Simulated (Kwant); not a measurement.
Device: In0.53Ga0.47As/In0.52Al0.48As stack with 1 barrier. One parabolic valley. Leads of mass 0.041 mₑ with the band edge at 0; grid 0.1 nm; bias swept from 0.0208 to 0.44254 V, dropping linearly over the stack. Emitter Fermi level 0.033 eV, 300 K, equal in the collector.

| layer | thickness (nm) | band offset (eV) | mass (mₑ) |
|---|---|---|---|
| 1 | 3.7 | 0.52 | 0.075 |

Constants are typed, rounded textbook-type inputs, not results; the design itself was drawn at random and stands for no fabricated device.

Kwant, one-band effective-mass tight-binding model in one dimension, coherent, no space charge, current by the Tsu-Esaki formula.

Sweep values stay those of the base run.

Base results: J (A/cm²) at bias = 0.2317 V 4270; J (A/cm²) at bias = 0.1262 V 2750; J (A/cm²) at bias = 0.4425 V 9080; J (A/cm²) at bias = 0.3371 V 6260.

Question: What follows from this one change: Fermi level in the emitter 0.033 → 0.017 eV?

Answer: J at bias = 0.2317 V 4270 → 2590 A/cm²; J at bias = 0.1262 V 2750 → 1660 A/cm²; J at bias = 0.4425 V 9080 → 5500 A/cm²; J at bias = 0.3371 V 6260 → 3790 A/cm².

Question: What follows from this one change: temperature 300 → 77 K?

Answer: J at bias = 0.2317 V 4270 → 1020 A/cm²; J at bias = 0.1262 V 2750 → 649 A/cm²; J at bias = 0.4425 V 9080 → 2180 A/cm²; J at bias = 0.3371 V 6260 → 1510 A/cm².

Question: What follows from this one change: mass in the first barrier 0.075 → 0.045 mₑ?

Answer: J at bias = 0.2317 V 4270 → 14800 A/cm²; J at bias = 0.1262 V 2750 → 9630 A/cm²; J at bias = 0.4425 V 9080 → 28800 A/cm²; J at bias = 0.3371 V 6260 → 21000 A/cm².

Question: What follows from this one change: thickness of the first barrier 3.7 → 4.4 nm?

Answer: J at bias = 0.2317 V 4270 → 1340 A/cm²; J at bias = 0.1262 V 2750 → 793 A/cm²; J at bias = 0.4425 V 9080 → 3460 A/cm²; J at bias = 0.3371 V 6260 → 2150 A/cm².
